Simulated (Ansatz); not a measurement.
Take MgO in the rock salt structure (space group Fm-3m, No. 225; a = 4.159 Å) as the base. Axes: x, y, z lie along the cube axes.

The values are results of LDA, PAW, 420 eV (Ansatz, a program for electronic structure; no spin-orbit coupling), not measurements.

Strains are applied to the cell and any free atomic positions relax; under biaxial strain the out-of-plane vector relaxes too.

One change was made to it. Results:

```json
[
 {"quantity": "gap character", "base": "direct at Γ", "after": "direct at Γ"},
 {"quantity": "band gap", "base": "5.03 eV", "after": "5.35 eV"},
 {"quantity": "energy relative to the base (free energy F)", "base": "0 meV/atom", "after": "+16 meV/atom"}
]
```

Question: Which of these changes matches the shifts?
A) biaxial strain +0.42 %, plane normal [111], relaxed out of plane
B) biaxial strain −2.08 %, plane normal [111], relaxed out of plane
C) biaxial strain −2.50 %, plane normal [111], relaxed out of plane
D) biaxial strain −1.25 %, plane normal [111], relaxed out of plane

Answer: C, biaxial strain −2.50 %, plane normal [111], relaxed out of plane. For comparison, the band gap in the other runs: biaxial strain +0.42 %, plane normal [111], relaxed out of plane gives 4.94 eV; biaxial strain −1.25 %, plane normal [111], relaxed out of plane gives 5.19 eV; biaxial strain −2.08 %, plane normal [111], relaxed out of plane gives 5.30 eV.

No phonon test of stability was made. Labels are those of the standard path for the cell's own space group.
